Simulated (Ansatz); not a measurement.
**What biaxial strain −1.25 %, plane normal [111], relaxed out of plane does to CdSe**

The parent structure is CdSe in the zinc blende structure (space group F-43m, No. 216; a = 6.1332 Å). Axes: x, y, z lie along the cube axes.

One thing is altered: compressive biaxial strain of 1.25 % in the plane normal to [111], as in epitaxy on a mismatched substrate; the out-of-plane cell vector and the atoms relax.

Calculations: DFT with r2SCAN, PAW potentials and a 500 eV plane-wave cutoff in Ansatz (a program for electronic structure), scalar-relativistic without spin-orbit coupling. Settings: 9×9×9 k-points, 0.05 eV Fermi–Dirac smearing.

| quantity | base | changed | shift |
|---|---|---|---|
| volume per atom | 28.84 Å³ | 28.44 Å³ | -0.40 Å³ |
| space group | F-43m (No. 216) | R3m (No. 160) | – |
| shortest interatomic distance | 2.656 Å | 2.642 Å | -0.0134 Å |
| energy relative to the base (free energy F) | 0 meV/atom | +2.4 meV/atom | +2.4 meV/atom |
| band gap | 1.04 eV | 1.03 eV | -0.01 eV |
| gap character | direct at Γ | direct at Γ | – |
| electron mass | 0.093 mₑ (at Γ) | 0.094 mₑ (at Γ) | – |
| valence-band top at Γ (three highest levels, from the VBM) | 0.00, 0.00, 0.00 eV | 0.00, 0.00, -0.12 eV | – |
| out-of-plane strain | – | +1.14 % | – |
| ratio −ε⊥/ε∥ | – | 0.91 | – |

Masses are band curvatures over ±0.01 Å⁻¹ around the edge. Whether these cells are dynamically stable was not tested. Labels are those of the standard path for the cell's own space group.
